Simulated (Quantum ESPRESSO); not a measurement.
**How a calculation on SrTeO₃ (P2_1/c, 20 atoms in the cell) responds to its settings**

```xyz
20
Lattice="6.7918 0.0000 0.0000 0.0000 7.2397 0.0000 -5.1630 0.0000 6.9768" Properties=species:S:1:pos:R:3 pbc="T T T"
Sr     5.1750     4.5535     0.9103
Sr    -3.5462     2.6862     6.0664
Sr    -0.9647     0.9336     2.5781
Sr     2.5935     6.3060     4.3987
Te     2.0008     6.0093     0.7224
Te    -0.3720     1.2303     6.2543
Te     2.2095     2.3895     2.7659
Te    -0.5807     4.8501     4.2108
O     -1.8760     5.8986     3.3406
O      3.5048     1.3410     3.6361
O      6.0863     2.2788     0.1478
O     -4.4575     4.9608     6.8290
O      1.0405     6.5953     2.2164
O      0.5883     0.6443     4.7604
O      3.1698     2.9755     1.2720
O     -1.5410     4.2642     5.7048
O     -3.3010     0.2086     6.5256
O      4.9297     7.0311     0.4511
O      2.3482     3.8284     3.9395
O     -0.7194     3.4113     3.0373
```

Base run A: Quantum ESPRESSO with PBEsol, GBRV 1.5 ultrasoft (PBESOL) pseudopotentials, self-consistent single point.

Its settings: ecutwfc = 40 Ry; ecutrho = 200 Ry; occupations = smearing; smearing = gaussian; degauss = 0.00147 Ry; potentials = {Sr: sr_pbesol_v1.uspp.F.UPF, Te: te_pbesol_v1.uspp.F.UPF, O: o_pbesol_v1.2.uspp.F.UPF}; K_POINTS = automatic 4 3 4 0 0 0; conv_thr = 1e-10 Ry.

The starting cell comes from a database of computed structures (which also holds hypothetical and non-ambient phases and stackings), without a prior relaxation at this level. Spin-orbit coupling is off. In the base run, with a pressure of about 6 GPa the cell is away from its equilibrium volume at this level. In the base run, forces exceed 1 eV/Å.

Run A gave: pressure (GPa) 5.65; largest force (eV/Å) 2.513; gap on the mesh (eV) 3.606.

Runs:
- B: pseudopotentials: {Sr: sr_pbesol_v1.uspp.F.UPF, Te: te_pbesol_v1.uspp.F.UPF, O: o_pbesol_v1.2.uspp.F.UPF} → {Sr: sr_lda_v1.uspp.F.UPF, Te: te_lda_v1.uspp.F.UPF, O: o_lda_v1.2.uspp.F.UPF} [LDA (PZ)]
- C: pseudopotentials: {Sr: sr_pbesol_v1.uspp.F.UPF, Te: te_pbesol_v1.uspp.F.UPF, O: o_pbesol_v1.2.uspp.F.UPF} → {Sr: sr_pbe_v1.uspp.F.UPF, Te: te_pbe_v1.uspp.F.UPF, O: o_pbe_v1.2.uspp.F.UPF}; input_dft: default → blyp [BLYP]
- D: pseudopotentials: {Sr: sr_pbesol_v1.uspp.F.UPF, Te: te_pbesol_v1.uspp.F.UPF, O: o_pbesol_v1.2.uspp.F.UPF} → {Sr: sr_pbe_v1.uspp.F.UPF, Te: te_pbe_v1.uspp.F.UPF, O: o_pbe_v1.2.uspp.F.UPF}; input_dft: default → wc [Wu-Cohen GGA]
- E: pseudopotentials: {Sr: sr_pbesol_v1.uspp.F.UPF, Te: te_pbesol_v1.uspp.F.UPF, O: o_pbesol_v1.2.uspp.F.UPF} → {Sr: sr_pbe_v1.uspp.F.UPF, Te: te_pbe_v1.uspp.F.UPF, O: o_pbe_v1.2.uspp.F.UPF}; input_dft: default → vdw-df2 [vdW-DF2]

**Question.** What does run D change against A?

**Answer.** The pressure goes from 5.65 to 6.07 GPa, the largest force goes from 2.513 to 2.670 eV/Å and the gap on the mesh goes from 3.606 to 3.593 eV.

**Question.** What does run B change against A?

**Answer.** The pressure goes from 5.65 to 2.65 GPa, the largest force goes from 2.513 to 2.332 eV/Å and the gap on the mesh goes from 3.606 to 3.584 eV.

**Question.** What does run E change against A?

**Answer.** The pressure goes from 5.65 to 13.73 GPa, the largest force goes from 2.513 to 3.762 eV/Å and the gap on the mesh goes from 3.606 to 3.707 eV.

```tsv
run	pressure (GPa)	largest force (eV/Å)	gap on the mesh (eV)
A	5.65	2.513	3.606
B	2.65	2.332	3.584
C	12.69	3.187	3.738
D	6.07	2.670	3.593
E	13.73	3.762	3.707
```

Left out of this page: 3 runs of the series held back from this collection.
